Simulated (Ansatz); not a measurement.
An Ansatz (a first-principles code) run: a single point on ZnO with a change (uniaxial stress, 3 GPa tension along x), its geometry relaxed with r2SCAN; HSE06/PAW in Ansatz, no spin-orbit coupling, earlier PAW set.

Input:

Ansatz 0.2 input:
```yaml
crystal:
  lattice:
    - [3.3192258863, 0, 0]
    - [-1.6596129431, 2.7670039166, 0]
    - [0, 0, 5.1726874591]
  atoms:
    - { symbol: Zn, position: [0.6689212001, 0.3378424002, 0.0043064094] }
    - { symbol: Zn, position: [0.3310787999, 0.6621575998, 0.5043064094] }
    - { symbol: O, position: [0.6710329635, 0.3420659271, 0.6208935906] }
    - { symbol: O, position: [0.3289670365, 0.6579340729, 0.1208935906] }
basis: { ecutwfc: 420, ecutrho_ratio: 4, xc_grid: 2, fft_grid_basis: typed }
kpoints: { mp_grid: { grid: [8, 8, 4] } }
hamiltonian:
  xc: hse06
  dispersion: none
  pseudopotentials: { azcp: { folder: ./paw }, kind: paw }
scf: { occupations: { method: fermi_dirac, width: 0.01 } }
output: { eigenvalues: true, eigenstates: { kpoints: [[0, 0, 0], [0, 0, -0.5], [0, -0.5, -0.5]] } }
```

Output (explanatory and most iteration lines left out):

```
Pseudopotential: Zn, paw, valence charge 12
Pseudopotential: O, paw, valence charge 6
Crystal: 4 atoms, lattice volume = 47.508 Å³
Basis set: ecut = 420 eV, 957 PW (Γ), exchange–correlation on 48×48×72 points (8 copies of the dense FFT grid, shifted against one another)
Bands: 22, of which v1, the nominal top of the filled ones, is band 18 counted from 1 (17 counted from 0)
Symmetry: 4 space group operations
Space group: Cmc21 (ITA 36), of the structure as read, at distance tolerance 3.6e-5 Å
k-points: 63 of 256 (time reversal used)
Functional: x = pbe(κ = 0.804, μ = 0.2195149727645171), c = pbe(β = 0.06672455060314922), warm-up for x = pbe(κ = 0.804, μ = 0.2195149727645171) + 0.25 (exact …
SCF iter   1: F=—  HF=-7774.556489 eV  |F-HF|=—  |Δ(HF+E_count)|=         —  Δρ=1.14e-1  dr2=3.24e0  ethr=1.00e-1  ⟨swp⟩=6.4  Hψ=4504  notcnv=0
SCF iter   2: F=—  HF=-7773.884251 eV  |F-HF|=—  |Δ(HF+E_count)|=   6.72e-1  Δρ=3.54e-2  dr2=2.90e-1  ethr=8.23e-4  ⟨swp⟩=3.2  Hψ=6954  notcnv=0  defer=9
SCF 1 stopped early in 7 iterations: F = -7773.676147 eV  dr2 = 6.95e-6
Crystal: 4 atoms, lattice volume = 47.508 Å³
Functional: x = pbe(κ = 0.804, μ = 0.2195149727645171) + 0.25 (exact − pbe) at short range (hse, ω = 0.20786987370883472 Å⁻¹), c = pbe(β = 0.06672455060314922); HSE06 as pw.x's `hse` composes it (authors' and Libxc's form: `xc: wpbeh`)
SCF iter   1: F=—  HF=-7773.461666 eV  |F-HF|=—  |Δ(HF+E_count)|=         —  Δρ=2.77e-2  dr2=1.96e-1  ethr=1.93e-7  ⟨swp⟩=11.8  Hψ=9458  notcnv=0
SCF iter   2: F=—  HF=-7773.396558 eV  |F-HF|=—  |Δ(HF+E_count)|=   6.51e-2  Δρ=7.08e-3  dr2=1.33e-2  ethr=1.93e-7  ⟨swp⟩=5.9  Hψ=6923  notcnv=0
SCF 2 stopped early in 6 iterations: F = -7773.421260 eV  dr2 = 3.03e-6
Crystal: 4 atoms, lattice volume = 47.508 Å³
SCF iter   1: F=—  HF=-7773.420020 eV  |F-HF|=—  |Δ(HF+E_count)|=         —  Δρ=1.42e-4  dr2=5.98e-6  ethr=1.63e-6  ⟨swp⟩=5.5  Hψ=3223  notcnv=0
SCF iter   2: F=—  HF=-7773.420021 eV  |F-HF|=—  |Δ(HF+E_count)|=   1.38e-6  Δρ=1.87e-5  dr2=2.06e-7  ethr=1.61e-10  ⟨swp⟩=4.0  Hψ=8127  notcnv=0  defer=26
SCF 3 converged in 3 iterations: F = -7773.420023 eV  dr2 = 2.33e-8
Free energy (F): -7773.420022 eV
Internal energy: -7773.420022 eV  (E = F + TS)
E sigma→0 (E₀):  -7773.420022 eV
Fermi energy:    7.195871 eV
```

Single points use the geometry relaxed with r2SCAN. Load acts through the strain it causes; cell and atoms are relaxed under it. Beyond what the load breaks, stability against distortions was not tested. The cell was made from ZnO in the wurtzite structure (space group P6_3mc, No. 186) by this change: uniaxial stress, 3 GPa tension along x.
